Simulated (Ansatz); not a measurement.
Consider InSb in the zinc blende structure (space group F-43m, No. 216).

Space group F-43m (No. 216); a = 6.5559 Å, b = 6.5559 Å, c = 6.5559 Å, α = 90.00°, β = 90.00°, γ = 90.00°

| atom | site | symmetry | x | y | z |
|---|---|---|---|---|---|
| Sb | 4c | -43m | 0.2500 | 0.2500 | 0.2500 |
| In | 4a | -43m | 0.0000 | 0.0000 | 0.0000 |
(The calculation used a cell of 2 atoms; values per cell refer to that cell.)

All numbers come from r2SCAN, PAW, 500 eV (Ansatz, a quantum-chemistry and plane-wave program; no spin-orbit coupling).

One change was made to it. Results:

The density rises by 0.037 g/cm³ (5.58 g/cm³ → 5.61 g/cm³); the shortest interatomic distance decreases by 0.006 Å to 2.833 Å.

Q: Name the change that was made.
(A) pressure −1 GPa
(B) pressure 0.3 GPa
(C) pressure 7.5 GPa

A: B, pressure 0.3 GPa. For comparison, the density in the other runs: pressure 7.5 GPa gives 6.33 g/cm³; pressure −1 GPa gives 5.44 g/cm³.

Load acts through the strain it causes; cell and atoms are relaxed under it. Whether these cells are dynamically stable was not tested. Tetrahedral semiconductors of this kind turn to denser phases somewhere between about 1 and 50 GPa; those were not computed, so compressed cells here can lie past the real transition. The final runs are not spin-polarised.
